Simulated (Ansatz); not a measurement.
The structure below was relaxed with Ansatz (a first-principles code) PBEsol, scalar-relativistic without spin-orbit coupling, at pressure 0.3 GPa.

```
CELL_PARAMETERS angstrom
      5.84549     0.00000     0.00000
      0.00000     5.84549     0.00000
      0.00000     0.00000     5.84549
ATOMIC_POSITIONS crystal
  Cs 0.00000 0.00000 0.00000
  Pb 0.50000 0.50000 0.50000
  Br 0.50000 0.00000 0.50000
  Br 0.00000 0.50000 0.50000
  Br 0.50000 0.50000 0.00000
```

Q: Find the space group and the Wyckoff positions.

A: Space group Pm-3m (No. 221); a = b = c = 5.845 Å, α = β = γ = 90.00°

```csv
atom,site,symmetry,x,y,z
Cs,1a,m-3m,0.0000,0.0000,0.0000
Pb,1b,m-3m,0.5000,0.5000,0.5000
Br,3c,4/mm.m,0.0000,0.5000,0.5000
```

Q: Describe the coordination.

A: The crystal has 5 atoms in its conventional cell. Cell: a = 5.8455 Å, b = 5.8455 Å, c = 5.8455 Å, α = 90.00°, β = 90.00°, γ = 90.00°. Cs is coordinated by 12 Br at 4.133 Å (cuboctahedral). Pb is surrounded by 6 Br at 2.923 Å (octahedral). Br is coordinated by 2 Pb at 2.923 Å and 4 Cs at 4.133 Å (octahedral). (Neighbours: up to the widest gap in distance over summed covalent radii, below 1.35, at either atom; cation-cation and far metal-metal contacts left out.)

With Pb present, leaving out spin-orbit coupling can change the band edges. Load acts through the strain it causes; cell and atoms are relaxed under it. Stability against distortions was not tested. The cell was made from CsPbBr$_{3}$ in the cubic perovskite structure (space group Pm-3m, No. 221) by this change: pressure 0.3 GPa. Many cubic perovskites are stable only at high temperature; tilts and polar distortions were not tested. This is not the structure that CsPbBr3 has at room temperature and ambient pressure.
